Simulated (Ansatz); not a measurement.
## A self-consistent single point of TaCu3Se3S (R3m, 8 atoms in the cell) with Ansatz

Level of theory: LDA (PW92), default PAW files made with PBE (plane waves; Ansatz, a program for electronic structure).

The input file:

Ansatz 0.2 input:
```yaml
crystal:
  lattice:
    - [3.973793, 2.294270, 3.295813]
    - [-3.973793, 2.294270, 3.295813]
    - [0.000000, -4.588541, 3.295813]
  atoms:
    - { symbol: Ta, position: [0.999530, 0.999530, 0.999530] }
    - { symbol: Cu, position: [0.497650, 0.006295, 0.006295] }
    - { symbol: Cu, position: [0.006295, 0.497650, 0.006295] }
    - { symbol: Cu, position: [0.006295, 0.006295, 0.497650] }
    - { symbol: Se, position: [0.750345, 0.750345, 0.255810] }
    - { symbol: Se, position: [0.255810, 0.750345, 0.750345] }
    - { symbol: Se, position: [0.750345, 0.255810, 0.750345] }
    - { symbol: S, position: [0.233720, 0.233720, 0.233720] }
basis:
  ecutwfc: 30.9 Ry
kpoints:
  mp_grid:
    grid: [5, 5, 5]
hamiltonian:
  xc: lda
  pseudopotentials:
    kind: paw
scf:
  occupations:
    method: fixed
output:
  forces: true
  eigenvalues: true
  stress: true
```

Output, abridged:

```
WARN ansatz: RAYON_NUM_THREADS=1 ignored (pool sized by the plan → 1); use --threads N
Pseudopotentials: kind: paw
Pseudopotential: Ta, paw, valence charge 13
Pseudopotential: Cu, paw, valence charge 19
Pseudopotential: Se, paw, valence charge 16
Pseudopotential: S, paw, valence charge 6
Crystal: 8 atoms, lattice volume = 180.287 Å³
Basis set: ecut = 420.4159175005146 eV, 3533 PW (Γ)
Bands: 75, of which v1, the nominal top of the filled ones, is band 62 counted from 1 (61 counted from 0)
Symmetry: 6 space group operations
Space group: R3m (ITA 160), of the structure as read, at distance tolerance 5.6e-5 Å
k-points: 19 of 125 (time reversal used)
PAW frozen core: Ta, regenerated for the run's functional, and the local potential with it
PAW frozen core: Cu, regenerated for the run's functional, and the local potential with it
PAW frozen core: Se, regenerated for the run's functional, and the local potential with it
PAW frozen core: S, regenerated for the run's functional, and the local potential with it
Initial density: superposition of atomic densities (neutral atoms: chi_scale 0, normalization atom), corrected by the library's trained network
Initial wavefunctions: pseudopotential atomic-orbital guess
Eigensolver: davidson
Functional: x = slater, c = lda
SCF iter   1: F=—  HF=-46372.913478 eV  |F-HF|=—  |Δ(HF+E_count)|=         —  Δρ=1.19e-2  dr2=1.82e-1  ethr=1.77e-3  ⟨swp⟩=5.0  Hψ=4525  notcnv=0  defer=200
all-band conjugate gradients solve this SCF's bands
preconditioner: auto → Resta (q_TF=auto, 2.563 Å⁻¹)
SCF iter   2: F=—  HF=-46372.917717 eV  |F-HF|=—  |Δ(HF+E_count)|=   4.24e-3  Δρ=1.11e-2  dr2=1.68e-1  ethr=1.47e-4  ⟨swp⟩=2.6  Hψ=2851  notcnv=0  defer=196
SCF iter   3: F=—  HF=-46372.882867 eV  |F-HF|=—  |Δ(HF+E_count)|=   3.48e-2  Δρ=3.11e-3  dr2=7.91e-3  ethr=1.36e-4  ⟨swp⟩=2.0  Hψ=1826  notcnv=0  defer=194
SCF iter   4: F=—  HF=-46372.881438 eV  |F-HF|=—  |Δ(HF+E_count)|=   1.43e-3  Δρ=7.51e-4  dr2=8.73e-4  ethr=6.38e-6  ⟨swp⟩=2.0  Hψ=1836  notcnv=0  defer=208
SCF iter   5: F=—  HF=-46372.881338 eV  |F-HF|=—  |Δ(HF+E_count)|=   9.93e-5  Δρ=1.76e-4  dr2=6.06e-5  ethr=7.04e-7  ⟨swp⟩=2.0  Hψ=1827  notcnv=0  defer=188
SCF iter   6: F=—  HF=-46372.881385 eV  |F-HF|=—  |Δ(HF+E_count)|=   4.65e-5  Δρ=4.47e-5  dr2=7.73e-6  ethr=4.89e-8  ⟨swp⟩=2.2  Hψ=1905  notcnv=0  defer=120
SCF iter   7: F=—  HF=-46372.881386 eV  |F-HF|=—  |Δ(HF+E_count)|=   1.65e-6  Δρ=3.15e-5  dr2=1.42e-6  ethr=6.23e-9  ⟨swp⟩=2.0  Hψ=2229  notcnv=0  defer=120
SCF iter   8: F=—  HF=-46372.881386 eV  |F-HF|=—  |Δ(HF+E_count)|=   1.37e-7  Δρ=7.69e-6  dr2=1.55e-7  ethr=1.14e-9  ⟨swp⟩=2.0  Hψ=2204  notcnv=0  defer=120
SCF iter   9: F=-46372.881386 eV  HF=-46372.881386 eV  |F-HF|=7.48e-9  |Δ(HF+E_count)|=   6.66e-8  Δρ=3.49e-6  dr2=2.11e-8  ethr=8.06e-11  ⟨swp⟩=11.3  Hψ=6954  notcnv=0
SCF 1 converged in 9 iterations: F = -46372.881386 eV  dr2 = 2.11e-8
SCF converged after 9 iterations
Free energy (F): -46372.881386 eV
Harris-Foulkes:  -46372.881386 eV  (|F-HF|=7.48e-9)
Internal energy: -46372.881386 eV  (E = F + TS)
E sigma→0 (E₀):  -46372.881386 eV
Fermi energy:    7.624505 eV
--- Per-component energies (eV) ---
  E_band       = -2962.589152
  E_kinetic    = 1729.159028
  E_local      = -27526.377736  (includes V_loc(G=0)·N_el)
  E_nonlocal   = -517.086856
  E_hartree    = 12573.166699
  E_xc         = -886.878725
  E_vxc        = -928.408285  (∫ρ·V_xc dr)
  E_paw        = -18993.126236  (= ΣΔE_a)
  E_vpaw       = -866.228755  (= ΣTr[D̂ρ^β])
  E_aug_tail   = -0.001041  (compensation charges beyond the density's cutoff)
  E_ewald      = -12760.149686
  E_core_change = 8.413167  (= ΣΔE_core)
  E_smearing   = -0.000000  (= −TS)
  E_closure    = -0.000000  (closes the sum)
  Σ components = -46372.881386   (vs F -46372.881386, Δ=0.00e0)
--- Forces (eV/Å), atoms counted from 1 ---
  atom   1  Ta     0.00000000     0.00000000    -0.04147402
  atom   2  Cu    -0.03468227    -0.02002381    -0.02815894
  atom   3  Cu     0.03468227    -0.02002381    -0.02815894
  atom   4  Cu    -0.00000000     0.04004763    -0.02815893
  atom   5  Se     0.00000000     0.48280234     0.19957809
  atom   6  Se    -0.41811910    -0.24140118     0.19957806
  atom   7  Se     0.41811910    -0.24140118     0.19957806
  atom   8  S      0.00000000     0.00000002    -0.47275127
  max |Σ_I F_I| component: 3.21e-5 eV/Å
--- Stress (GPa, compression-positive) ---
       -5.374887      -0.000000       0.000000
       -0.000000      -5.374887      -0.000000
        0.000000      -0.000000      -4.711896
  P = ⅓ Tr σ = -5.1539 GPa (-51.539 kbar)
  The stress holds the Pulay correction. Without it, at fixed plane waves, as pw.x and ABINIT print it: P = -5.1942 GPa
--- Band table (eV; the first three rows and the last of 19) ---
  k-point 0: bands = ["-103.3781", "-103.3781", "-103.3781", "-61.2809", "-61.2809", "-61.2809", "-61.1738", "-61.1738", "-61.1738", "-61.1722", "-61.1722", "-61.1722", "-60.2468", "-39.8037", "-39.8037", "-39.8037", "-39.8034", "-39.8034", [...]
  k-point 1: bands = ["-103.3781", "-103.3781", "-103.3781", "-61.2810", "-61.2809", "-61.2809", "-61.1738", "-61.1738", "-61.1738", "-61.1722", "-61.1722", "-61.1722", "-60.2467", "-39.8037", "-39.8037", "-39.8037", "-39.8034", "-39.8034", [...]
  k-point 2: bands = ["-103.3781", "-103.3781", "-103.3781", "-61.2811", "-61.2809", "-61.2809", "-61.1738", "-61.1738", "-61.1738", "-61.1722", "-61.1722", "-61.1722", "-60.2465", "-39.8037", "-39.8037", "-39.8037", "-39.8034", "-39.8034", [...]
  k-point 18: bands = ["-103.3781", "-103.3781", "-103.3781", "-61.2817", "-61.2808", "-61.2808", "-61.1738", "-61.1738", "-61.1737", "-61.1723", "-61.1722", "-61.1722", "-60.2460", "-39.8037", "-39.8037", "-39.8037", "-39.8034", "-39.8033", [...]
```

The run converged in 9 iterations.

The starting cell comes from a database of computed structures (which also holds hypothetical and non-ambient phases and stackings), without a prior relaxation at this level. Its lattice was rescaled by up to half a per cent. Spin-orbit coupling is off. With a pressure of about -5 GPa the cell is away from its equilibrium volume at this level. Ansatz's pressure includes its estimate of the finite-basis (Pulay) stress.
